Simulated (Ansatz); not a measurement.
Faces of bcc V, relaxed in 1x1 cells (a = 2.997 Å). A vicinal face is read as terraces and steps: γ(θ) = γ(terrace)·cos θ + (β/h)·sin θ, with θ the angle to the terrace, h the step's height and β the energy a length of step; on such narrow terraces β holds the steps' interaction too.

All values below come from PBE (plane waves to 420 eV, PAW; Ansatz, an electronic-structure program).

| face | γ (J/m²) |
|---|---|
| (100) | 2.41 |
| (110) | 2.44 |
| (111) | 2.71 |
| (210) | 2.52 |
| (211) | 2.71 |
| (221) | 2.67 |
| (310) | 2.49 |
| (311) | 2.68 |
| (320) | 2.51 |
| (321) | 2.66 |
| (322) | 2.72 |
| (331) | 2.63 |
| (332) | 2.66 |

Question: What step energy does (210) give on (110) terraces?

Answer: θ = 18.4°, h = a/√2 = 2.12 Å, so β = (2.52 − 2.44·cos θ)·h / sin θ = 86 meV/Å (1 J/m² = 62.4 meV/Å²).

Question: What step energy does (211) give on (110) terraces?

Answer: θ = 30.0°, h = a/√2 = 2.12 Å, so β = (2.71 − 2.44·cos θ)·h / sin θ = 158 meV/Å (1 J/m² = 62.4 meV/Å²).

Question: What step energy does (210) give on (100) terraces?

Answer: θ = 26.6°, h = a/2 = 1.50 Å, so β = (2.52 − 2.41·cos θ)·h / sin θ = 76 meV/Å (1 J/m² = 62.4 meV/Å²).
